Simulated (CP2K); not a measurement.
A self-consistent single point of SrAlGe (P-6m2, 3 atoms in the cell) with CP2K.

Method: LDA (Pade form), GPW, DZVP-MOLOPT-SR-GTH basis, GTH-PADE potentials (GTH_POTENTIALS) run with CP2K.

```
CELL_PARAMETERS angstrom
      4.29652     0.00000     0.00000
     -2.14826     3.72090     0.00000
      0.00000     0.00000     4.77902
ATOMIC_POSITIONS crystal
  Sr 0.00000 0.00000 0.00000
  Al 0.66667 0.33333 0.50000
  Ge 0.33333 0.66667 0.50000
```

Reference input (self-consistent single point, DFT PBEsol, GPW, DZVP-MOLOPT-SR-GTH basis, GTH-PBE potentials (GTH_POTENTIALS)): CUTOFF = 500 Ry; REL_CUTOFF = 50 Ry; SMEAR/METHOD = FERMI_DIRAC; ELECTRONIC_TEMPERATURE = 580.23 K; KPOINTS/SCHEME = MONKHORST-PACK 6 6 5; GAMMA_CENTERED = T; XC_FUNCTIONAL = PBE:PBESOL; Sr/BASIS_SET = DZVP-MOLOPT-SR-GTH-q10; Sr/POTENTIAL = GTH-PBE-q10; Al/BASIS_SET = DZVP-MOLOPT-SR-GTH-q3; Al/POTENTIAL = GTH-PBE-q3; Ge/BASIS_SET = DZVP-MOLOPT-SR-GTH-q4. This run's input differs from it in these lines:

```diff
@@ -43,6 +43,3 @@
     &XC
-      &XC_FUNCTIONAL
-        &PBE
-          PARAMETRIZATION PBESOL
-        &END PBE
+      &XC_FUNCTIONAL PADE
       &END XC_FUNCTIONAL
@@ -78,3 +75,3 @@
       BASIS_SET DZVP-MOLOPT-SR-GTH-q10
-      POTENTIAL GTH-PBE-q10
+      POTENTIAL GTH-PADE-q10
     &END KIND
@@ -82,3 +79,3 @@
       BASIS_SET DZVP-MOLOPT-SR-GTH-q3
-      POTENTIAL GTH-PBE-q3
+      POTENTIAL GTH-PADE-q3
     &END KIND
@@ -86,3 +83,3 @@
       BASIS_SET DZVP-MOLOPT-SR-GTH-q4
-      POTENTIAL GTH-PBE-q4
+      POTENTIAL GTH-PADE-q4
     &END KIND
```

Log, with long lists cut:

```
 SCF WAVEFUNCTION OPTIMIZATION

  Step     Update method      Time    Convergence         Total energy    Change
     1 NoMix/Diag. 0.30E+00      -     1.81230780       -37.1557631615 -3.72E+01
     2 Broy./Diag. 0.30E+00      -     0.04523741       -36.9492924363  2.06E-01
     3 Broy./Diag. 0.30E+00      -     0.04693590       -36.8962238066  5.31E-02
     4 Broy./Diag. 0.30E+00      -     0.00756053       -36.8715890939  2.46E-02
     5 Broy./Diag. 0.30E+00      -     0.00086446       -36.8714003927  1.89E-04
     6 Broy./Diag. 0.30E+00      -     0.00063025       -36.8693754728  2.02E-03
     7 Broy./Diag. 0.30E+00      -     0.00005798       -36.8689703891  4.05E-04
     8 Broy./Diag. 0.30E+00      -     0.00008691       -36.8688449386  1.25E-04
     9 Broy./Diag. 0.30E+00      -     0.00001069       -36.8688400740  4.86E-06
    10 Broy./Diag. 0.30E+00      -     0.00000495       -36.8688716786 -3.16E-05
    11 Broy./Diag. 0.30E+00      -     0.00000048       -36.8688763112 -4.63E-06
  *** SCF run converged in    11 steps ***

  Overlap energy of the core charge distribution:               0.00000000019806
  Self energy of the core charge distribution:                -72.77000832240969
  Core Hamiltonian energy:                                     15.86231720114858
  Hartree energy:                                              26.29321729167868
  Exchange-correlation energy:                                 -6.25376539135821
  Electronic entropic energy:                                  -0.00063709016170
  Fermi energy:                                                 0.20822576994947

  Total energy:                                               -36.86887631120225
  Total energy (extrapolated to T->0):                        -36.86855776612140

   [... lines left out ...]

 STRESS| Analytical stress tensor [bar]
 STRESS|                        x                   y                   z
 STRESS|      x       -2.79337527569E+04   5.15920341921E-01  -8.09117601212E-11
 STRESS|      y        5.15920341921E-01  -2.79329707928E+04  -1.02076548216E-10
 STRESS|      z       -8.09117601212E-11  -1.02076548216E-10  -3.12872818084E+04
 STRESS| 1/3 Trace                                            -2.90513351194E+04
```

The run converged in 11 iterations. Against the reference run the pressure goes from 0.38 to -2.91 GPa.

The starting cell comes from a database of computed structures (which also holds hypothetical and non-ambient phases and stackings), without a prior relaxation at this level. Values carry the incompleteness of an atom-centred basis.
